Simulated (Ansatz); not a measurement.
An Ansatz (a first-principles code) input (Ansatz r2SCAN, no spin-orbit coupling):

Ansatz 0.2 input:
```yaml
crystal:
  lattice:
    - [-0.0041318907, 2.9017678416, 2.9968013287]
    - [2.9001445988, -0.0157897253, 3.0084591633]
    - [2.8968981132, 2.9101791906, -0.0125432398]
  atoms:
    - { symbol: Pb, position: [0.5, 0.5, 0.5] }
    - { symbol: S, position: [0, 0, 0] }
basis: { ecutwfc: 500, ecutrho_ratio: 4, xc_grid: 4, fft_grid_basis: typed }
kpoints: { mp_grid: { grid: [10, 10, 10] } }
hamiltonian:
  xc: r2scan
  dispersion: none
  pseudopotentials: { kind: paw }
scf: { occupations: { method: fermi_dirac, width: 0.05 }, convergence: { dr2_threshold: 0.0000000002 } }
output: { forces: true, stress: true }
checkpoint: { write: state.ck, write_every: 1000 }
```

**Question.** Which symmetry and how many k-points will the program report, and about how many plane waves at Γ?

**Answer.** Space group P-1 (ITA 2) with 2 operations, k-points 504 of 1000, and 1281 plane waves at Γ.

**Question.** And the final pressure?

**Answer.** 3.22 GPa (compression positive).

Single points use the geometry relaxed with PBEsol. The cells carry an imposed strain or load. No phonon test of stability was made. The cell was made from PbS in the rock salt structure (space group Fm-3m, No. 225) by this change: strain tensor (xx, yy, zz, yz, xz, xy) = (−1.72, −1.27, +1.95, −0.41, −0.02, −0.13) %.
